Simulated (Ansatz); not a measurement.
Take GaSb in the zinc blende structure (space group F-43m, No. 216; a = 6.1335 Å) as the base.

Method: r2SCAN (Ansatz, a first-principles code, PAW, scalar-relativistic without spin-orbit coupling), earlier PAW set.

Before the change:

| Item | Value |
|---|---|
| Volume per atom | 28.84 Å³ |
| Band gap | 0.41 eV |
| Hole mass | 0.023, 0.26, 0.26 mₑ (at Γ) |
| Gap character | direct at Γ |

One thing is altered: full substitution Sb → P; the structure is relaxed again.

Tabulated Pauling electronegativity and covalent radius: Sb 2.05, 1.39 Å; P 2.19, 1.07 Å.

Q: How does this affect the volume per atom?

A: The volume per atom drops by 8.59 Å³, from 28.84 Å³ to 20.25 Å³.

Q: How does this affect the band gap?

A: The band gap rises by 1.435 eV, from 0.41 eV to 1.85 eV.

Q: What happens to the hole mass?

A: The hole mass (degenerate bands, along [100]) changes from 0.023, 0.26, 0.26 mₑ (at Γ) to 0.13, 0.37, 0.37 mₑ (at Γ).

Q: What does the calculation give for the gap character after the change?

A: The gap character becomes indirect, Γ → Γ–X (87 % along) (base: direct at Γ).

With Sb present, leaving out spin-orbit coupling can change the band edges. Masses are band curvatures over ±0.01 Å⁻¹ around the edge. Whether these cells are dynamically stable was not tested.
